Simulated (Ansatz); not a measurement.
# A self-consistent single point of CoAu2 (Fd-3m, 6 atoms in the cell) with Ansatz

Method: PBE (plane waves, PAW; Ansatz, a quantum-chemistry and plane-wave program).

The input file:

Ansatz 0.2 input:
```yaml
# CoAu2
crystal:
  lattice:
    - [0.000000, 3.953060, 3.953060]
    - [3.953060, 0.000000, 3.953060]
    - [3.953060, 3.953060, 0.000000]
  atoms:
    - { symbol: Au, position: [0.125000, 0.125000, 0.125000] }
    - { symbol: Au, position: [0.625000, 0.125000, 0.125000] }
    - { symbol: Au, position: [0.125000, 0.625000, 0.125000] }
    - { symbol: Au, position: [0.125000, 0.125000, 0.625000] }
    - { symbol: Co, position: [0.750000, 0.750000, 0.750000], spin: 3.0 }
    - { symbol: Co, position: [0.500000, 0.500000, 0.500000], spin: 3.0 }
kpoints:
  mp_grid: { grid: [5, 5, 5] }
hamiltonian:
  xc: pbe
  pseudopotentials: { kind: paw }
magnetization:
  spin_polarized: true
scf:
  occupations: { method: gaussian, width: 0.2 eV }
output:
  forces: true
  eigenvalues: true
  stress: true
```

Output (repeated stretches shortened):

```
WARN basis.ecutwfc = 420 eV, the default
WARN ansatz: RAYON_NUM_THREADS=1 ignored (pool sized by the plan → 1); use --threads N
Pseudopotentials: kind: paw
Pseudopotential: Au, paw, valence charge 19
Pseudopotential: Co, paw, valence charge 17
Crystal: 6 atoms, lattice volume = 123.546 Å³
Basis set: ecut = 420 eV, 2421 PW (Γ), exchange–correlation on 80×80×80 points (8 copies of the dense FFT grid, shifted against one another)
Bands: 70, of which v1, the nominal top of the filled ones, is band 55 counted from 1 (54 counted from 0)
Symmetry: 48 space group operations
Space group: Fd-3m (ITA 227), of the structure as read, at distance tolerance 5.0e-5 Å
Magnetic group: BNS 227.128 (UNI 1630), of the structure as read, at distance tolerance 5.0e-5 Å
k-points: 10 of 125
Initial density: superposition of atomic densities (chi_scale 0.1, normalization cell, long waves kept (reshape's long-wave potential 0.01 eV rms))
Starting moments: Σ|m| = 6 μB on 2 of 6 sites
Initial wavefunctions: pseudopotential atomic-orbital guess
Eigensolver: davidson
Functional: x = pbe(κ = 0.804, μ = 0.2195149727645171), c = pbe(β = 0.06672455060314922)
SCF iter   1: F=—  HF=-62848.859747 eV  |F-HF|=—  |Δ(HF+E_count)|=         —  Δρ=2.10e-1 (↑6.78e-2 ↓2.10e-1)  dr2=1.04e2  dr2_m=1.05e1  M=2.786 μB ∫|m|=2.882 μB  β_m=0.30  ethr=3.10e-3  ⟨swp⟩=5.9  Hψ=4655  notcnv=0  defer=2
Mixer restart at iter 1: flushing history
all-band conjugate gradients solve this SCF's bands
preconditioner: auto → Kerker (q_TF=auto, 2.676 Å⁻¹)
spin=Collinear: Kerker preconditioning applied to the charge; magnetization (m = ρ↑ − ρ↓) channel mixes plain (no charge-response kernel on spin).
SCF iter   2: F=—  HF=-62847.396965 eV  |F-HF|=—  |Δ(HF+E_count)|=    1.46e0  Δρ=4.68e-2 (↑4.12e-2 ↓4.68e-2)  dr2=1.09e1  dr2_m=1.10e0  M=3.767 μB ∫|m|=3.994 μB  β_m=0.34  ethr=3.10e-3  ⟨swp⟩=3.0  Hψ=2943  notcnv=0  defer=130
   [... lines left out ...]
SCF iter  14: F=—  HF=-62845.411443 eV  |F-HF|=—  |Δ(HF+E_count)|=   7.98e-7  Δρ=1.19e-5 (↑6.80e-6 ↓1.19e-5)  dr2=2.67e-7  dr2_m=1.23e-8  M=3.981 μB ∫|m|=4.424 μB  β_m=0.96  ethr=2.08e-9  ⟨swp⟩=2.0  Hψ=2421  notcnv=0  defer=122
SCF iter  15: F=—  HF=-62845.411443 eV  |F-HF|=—  |Δ(HF+E_count)|=   2.90e-8  Δρ=8.30e-6 (↑3.84e-6 ↓8.30e-6)  dr2=1.16e-7  dr2_m=7.74e-9  M=3.981 μB ∫|m|=4.424 μB  β_m=0.98  ethr=2.42e-10  ⟨swp⟩=2.0  Hψ=2421  notcnv=0  defer=122
SCF iter  16: F=—  HF=-62845.411443 eV  |F-HF|=—  |Δ(HF+E_count)|=   3.78e-9  Δρ=4.39e-6 (↑2.01e-6 ↓4.39e-6)  dr2=3.42e-8  dr2_m=1.85e-9  M=3.981 μB ∫|m|=4.424 μB  β_m=0.99  ethr=1.05e-10  ⟨swp⟩=1.5  Hψ=1453  notcnv=0  defer=122
SCF iter  17: F=-62845.411443 eV  HF=-62845.411443 eV  |F-HF|=2.39e-9  |Δ(HF+E_count)|=   1.16e-9  Δρ=1.30e-6 (↑3.70e-7 ↓1.30e-6)  dr2=2.84e-9  dr2_m=2.62e-10  M=3.981 μB ∫|m|=4.424 μB  ethr=3.11e-11  ⟨swp⟩=9.2  Hψ=6205  notcnv=0
SCF 1 converged in 17 iterations: F = -62845.411443 eV  dr2 = 2.84e-9
Crystal: 6 atoms, lattice volume = 123.546 Å³
Symmetry: 8 space group operations
k-points: 21 of 125
Initial density: read from a saved state, or passed on in memory by an earlier SCF of this step, an earlier step, the calling program or the single point that …
Starting moments: Σ|m| = 6 μB on 2 of 6 sites; this step starts from the density that it was given
Initial wavefunctions: those read from a saved state, or passed on in memory by an earlier step or the calling program
iter 1 solved again at ethr=2.59e-12 eV; its pass at ethr=9.09e-7 eV (dr2=2.85e-9 eV) is discarded
SCF iter   1: F=—  HF=-62845.411443 eV  |F-HF|=—  |Δ(HF+E_count)|=         —  Δρ=1.30e-6 (↑3.72e-7 ↓1.30e-6)  dr2=2.85e-9  dr2_m=2.61e-10  M=3.981 μB ∫|m|=4.424 μB  ethr=2.59e-12  ⟨swp⟩=1.0  Hψ=12046  notcnv=0
preconditioner: auto → Kerker (q_TF=auto, 2.676 Å⁻¹)
spin=Collinear: Kerker preconditioning applied to the charge; magnetization (m = ρ↑ − ρ↓) channel mixes plain (no charge-response kernel on spin).
SCF iter   2: F=—  HF=-62845.411584 eV  |F-HF|=—  |Δ(HF+E_count)|=   1.41e-4  Δρ=1.19e-4 (↑1.08e-4 ↓1.19e-4)  dr2=2.94e-5  dr2_m=1.93e-6  M=3.981 μB ∫|m|=4.423 μB  ethr=9.09e-7  ⟨swp⟩=1.0  Hψ=10176  notcnv=0
SCF iter   3: F=—  HF=-62845.412287 eV  |F-HF|=—  |Δ(HF+E_count)|=   7.02e-4  Δρ=1.30e-4 (↑1.21e-4 ↓1.30e-4)  dr2=3.40e-5  dr2_m=2.35e-6  M=3.982 μB ∫|m|=4.423 μB  ethr=4.27e-8  ⟨swp⟩=1.0  Hψ=8318  notcnv=0
SCF iter   4: F=—  HF=-62845.412306 eV  |F-HF|=—  |Δ(HF+E_count)|=   1.92e-5  Δρ=2.36e-5 (↑2.18e-5 ↓2.36e-5)  dr2=1.43e-6  dr2_m=3.13e-7  M=3.981 μB ∫|m|=4.422 μB  ethr=4.49e-8  ⟨swp⟩=1.0  Hψ=8178  notcnv=0
SCF iter   5: F=-62845.412306 eV  HF=-62845.412306 eV  |F-HF|=6.97e-9  |Δ(HF+E_count)|=   1.90e-7  Δρ=2.36e-6 (↑1.48e-6 ↓2.36e-6)  dr2=5.11e-9  dr2_m=1.34e-9  M=3.981 μB ∫|m|=4.421 μB  ethr=9.09e-11  ⟨swp⟩=2.0  Hψ=8380  notcnv=0
   [... lines left out ...]
Crystal: 6 atoms, lattice volume = 123.546 Å³
preconditioner: auto → Kerker (q_TF=auto, 2.676 Å⁻¹)
spin=Collinear: Kerker preconditioning applied to the charge; magnetization (m = ρ↑ − ρ↓) channel mixes plain (no charge-response kernel on spin).
Absolute magnetization: 4.4297 μB (∫|ρ↑−ρ↓|, with the PAW one-centre terms)
Free energy (F): -62845.411443 eV
Fermi energy:    13.750648 eV
   [... lines left out ...]
  max |Σ_I F_I| component: 9.25e-18 eV/Å
--- Stress (GPa, compression-positive) ---
       -9.903416       0.000000      -0.000000
       -0.000000      -9.903416       0.000000
       -0.000000      -0.000000      -9.903416
  P = ⅓ Tr σ = -9.9034 GPa (-99.034 kbar)
  The stress holds the Pulay correction. Without it, at fixed plane waves, as pw.x and ABINIT print it: P = -9.9722 GPa
--- Band table (eV; the first three rows and the last of 20) ---
  k-point 0 ↑: bands = ["-91.6355", "-91.6224", "-91.6224", "-91.6224", "-82.1250", "-82.1247", "-45.4406", "-45.4406", "-45.4406", "-45.4388", "-45.4388", "-45.4388", "-43.3145", "-43.1390", "-43.1390", "-43.1390", "-43.0604", "-43.0604", [...]
  k-point 1 ↑: bands = ["-91.6346", "-91.6233", "-91.6224", "-91.6224", "-82.1250", "-82.1247", "-45.4406", "-45.4406", "-45.4405", "-45.4389", "-45.4388", "-45.4388", "-43.2989", "-43.1394", "-43.1331", "-43.1331", "-43.0564", "-43.0564", [...]
  k-point 2 ↑: bands = ["-91.6327", "-91.6253", "-91.6224", "-91.6224", "-82.1249", "-82.1247", "-45.4407", "-45.4407", "-45.4404", "-45.4390", "-45.4387", "-45.4387", "-43.2688", "-43.1406", "-43.1233", "-43.1233", "-43.0424", "-43.0424", [...]
  k-point 9 ↓: bands = ["-91.6282", "-91.6249", "-91.6200", "-91.6200", "-79.7512", "-79.7512", "-43.2341", "-43.1817", "-43.1152", "-43.1150", "-43.1144", "-43.1131", "-43.1118", "-43.1116", "-43.1048", "-43.1021", "-43.0427", "-43.0413", [...]
```

The run converged, with 26 iterations in all over 2 SCF loops.

The starting cell was generated: these elements placed on a structure prototype, without a prior relaxation; it need not be a known phase or ordering of this composition. Spin-orbit coupling is off. The magnetic order is the one reached from the typed start; others were not searched systematically. With a pressure of about -10 GPa the cell is away from its equilibrium volume at this level. Ansatz's pressure includes its estimate of the finite-basis (Pulay) stress.

Cost on one core of a shared machine: roughly 3 min.
